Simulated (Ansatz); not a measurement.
Partial pair distribution functions of a relaxed model of amorphous Si33N40, broadened by 0.06 Å; density 2.94 g/cm³. All values below come from PBE, scalar-relativistic without spin-orbit coupling (plane waves to 420 eV, PAW; Ansatz, a first-principles code). The usual formal charges leave 12 electrons over, so the level spacing at the Fermi energy parts defect or band states and needn't be the band gap.

Preparation: random packing, a CHGNet melt and quench, and a DFT relaxation. N atoms were pushed apart under 1.9 Å during the dynamics, to hinder bonds among them. The hot cell started wider than the set density and was brought back towards it in steps. It is the lowest in DFT energy of 2 quenches. It is a model cell: composition and starting density were chosen by hand, and all elements were melted together. No dispersion term was used. Its density started from a set value of 2.94 and ended at 2.94 g/cm³. The simulated quench (nominally 450 K/ps over its main leg) is rapid and tends to freeze in more defects than a deposited or slowly cooled glass has. One small periodic cell is one sample of the glass; other quenches scatter about these values. The volume was held where the preparation left it and the shape relaxed, at a PBE pressure of 3.7 GPa. Stress components on the final sampling reach 4.4 GPa. On a 2×2×2 Γ-centred mesh force components of up to 0.13 eV/Å stay, since the relaxation ran on the zone centre alone. Cycles of charging lowered its energy after that relaxation.

```tsv
r (Å)	g Si-N	g Si-Si	g N-N
1.45	0.00	0.00	0.00
1.55	0.27	0.00	0.00
1.65	4.80	0.00	0.00
1.75	10.56	0.00	0.00
1.85	3.72	0.00	0.00
1.95	0.62	0.00	0.00
2.05	0.05	0.01	0.00
2.15	0.00	0.12	0.00
2.25	0.00	0.18	0.01
2.35	0.00	0.47	0.18
2.45	0.02	0.73	0.62
2.55	0.06	0.53	0.74
2.65	0.12	0.48	1.99
2.75	0.19	1.03	3.30
2.85	0.28	2.07	4.16
2.95	0.40	2.78	3.01
3.05	0.34	2.94	1.85
3.15	0.70	2.75	1.16
3.25	0.93	1.82	0.66
3.35	1.20	0.88	0.46
3.45	1.33	0.37	0.63
3.55	1.18	0.25	0.60
3.65	1.50	0.26	0.34
3.75	1.63	0.54	0.39
3.85	1.38	0.84	0.35
3.95	1.39	0.93	0.54
4.05	1.38	1.07	0.55
4.15	1.43	0.91	0.70
4.25	1.47	0.89	0.67
4.35	1.40	0.76	0.56
4.45	1.14	0.93	0.92
4.55	1.11	0.81	1.03
4.65	0.81	0.74	1.15
```

Within 2.08 Å each Si has 3.67 N neighbours on average.
